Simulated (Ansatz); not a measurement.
The parent structure is BaHfO$_{3}$ in the cubic perovskite structure (space group Pm-3m, No. 221; a = 4.1575 Å). Axes: x, y, z lie along the cube axes.

Now apply this change: a pure shear with ε_xy = ε_yx = 0.0200, atoms relaxed at fixed cell.

Level of theory: DFT with PBEsol, PAW potentials and a 420 eV plane-wave cutoff in Ansatz (an electronic-structure program), scalar-relativistic without spin-orbit coupling.

Give the band edges at the high-symmetry points of the new zone, measured from its valence-band maximum.


| point | valence edge (eV) | conduction edge (eV) |
|---|---|---|
| Γ | -0.02 | 3.39 |
| Y | -0.06 | 6.12 |
| C₀ | -0.06 | 6.12 |
| Σ₀ | -0.06 | 6.12 |
| Z | -0.29 | 4.02 |
| A₀ | 0.00 | 5.96 |
| E₀ | 0.00 | 5.96 |
| T | 0.00 | 5.96 |
| S | -0.42 | 4.02 |
| R | -0.08 | 6.11 |

The gap is 3.39 eV, indirect, T → Γ.

With Hf present, leaving out spin-orbit coupling can change the band edges. The cells carry an imposed strain or load. Whether these cells are dynamically stable was not tested. k-point labels follow each cell's own Brillouin zone.
